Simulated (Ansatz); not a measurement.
Input and output of a self-consistent single point for LaBi (I4mm, 2 atoms in the cell) (Ansatz, a first-principles code).

Method: PBEsol, harder PAW files (source: ansatz) made with PBE (plane waves; Ansatz).

```
CELL_PARAMETERS angstrom
      0.00000     3.34826     3.34826
      3.34826     0.00000     3.34826
      3.34826     3.34826     0.00000
ATOMIC_POSITIONS crystal
  La 0.50747 0.50747 0.49253
  Bi 0.00000 0.00000 0.00000
```

Reference input (self-consistent single point, DFT, PBEsol, plane waves, default PAW files made with PBE): basis.ecutwfc = 30.9 Ry; kpoints.mp_grid.grid = 9 9 9; hamiltonian.xc = pbesol; hamiltonian.pseudopotentials = {kind: paw} (the program's default PAW files); scf.occupations.method = gaussian; scf.occupations.width = 0.0073 Ry. This run's input differs from it in these lines:

Ansatz 0.2 input:
```diff
@@ -10,3 +10,3 @@
 basis:
-  ecutwfc: 30.9 Ry
+  ecutwfc: 44.1 Ry
 kpoints:
@@ -15,3 +15,3 @@
   xc: pbesol
-  pseudopotentials: { kind: paw }
+  pseudopotentials: { kind: paw, source: ansatz }
 scf:
```

Output (repeated stretches shortened):

```
SCF iter   1: F=—  HF=-22108.979299 eV  |F-HF|=—  |Δ(HF+E_count)|=         —  Δρ=5.23e-2  dr2=4.15e0  ethr=3.10e-3  ⟨swp⟩=3.9  Hψ=5927  notcnv=0
all-band conjugate gradients solve this SCF's bands
preconditioner: auto → Kerker (q_TF=auto, 2.391 Å⁻¹)
SCF iter   2: F=—  HF=-22108.104830 eV  |F-HF|=—  |Δ(HF+E_count)|=   8.74e-1  Δρ=1.82e-2  dr2=3.30e-1  ethr=3.10e-3  ⟨swp⟩=3.8  Hψ=3886  notcnv=0
   [... lines left out ...]
SCF iter   6: F=—  HF=-22107.944087 eV  |F-HF|=—  |Δ(HF+E_count)|=   3.45e-5  Δρ=1.73e-4  dr2=4.21e-5  ethr=2.58e-6  ⟨swp⟩=2.0  Hψ=1780  notcnv=0
SCF iter   7: F=—  HF=-22107.944082 eV  |F-HF|=—  |Δ(HF+E_count)|=   5.29e-6  Δρ=6.32e-5  dr2=1.71e-6  ethr=1.24e-7  ⟨swp⟩=2.1  Hψ=2116  notcnv=0
SCF iter   8: F=—  HF=-22107.944082 eV  |F-HF|=—  |Δ(HF+E_count)|=   3.27e-7  Δρ=1.44e-5  dr2=1.21e-7  ethr=5.02e-9  ⟨swp⟩=2.0  Hψ=2509  notcnv=0
SCF iter   9: F=-22107.944082 eV  HF=-22107.944082 eV  |F-HF|=1.53e-8  |Δ(HF+E_count)|=   8.47e-8  Δρ=5.62e-6  dr2=2.05e-8  ethr=2.94e-10  ⟨swp⟩=9.9  Hψ=8676  notcnv=0
SCF 1 converged in 9 iterations: F = -22107.944082 eV  dr2 = 2.05e-8
Free energy (F): -22107.944082 eV
Internal energy: -22107.942803 eV  (E = F + TS)
E sigma→0 (E₀):  -22107.943443 eV
Entropy (-TS):   -0.001279 eV (-0.640 meV/atom)
Fermi energy:    10.089772 eV
--- Forces (eV/Å), atoms counted from 1 ---
  atom   1  La     0.00000000     0.00000000    -0.14118520
  atom   2  Bi     0.00000000     0.00000000     0.14117712
--- Stress (GPa, compression-positive) ---
       -2.872615       0.000000       0.000000
        0.000000      -2.872615       0.000000
        0.000000       0.000000      -2.760747
  P = ⅓ Tr σ = -2.8353 GPa (-28.353 kbar)
  The stress holds the Pulay correction. Without it, at fixed plane waves, as pw.x and ABINIT print it: P = -2.8357 GPa
```

The run converged in 9 iterations. Against the reference run the pressure moves little (-2.87 to -2.84 GPa) and the largest force stays at 0.141 eV/Å.

The starting cell comes from a database of computed structures (which also holds hypothetical and non-ambient phases and stackings), without a prior relaxation at this level. Its lattice was rescaled by up to half a per cent. One atom was moved a little off its site on purpose. Ansatz's pressure includes its estimate of the finite-basis (Pulay) stress.
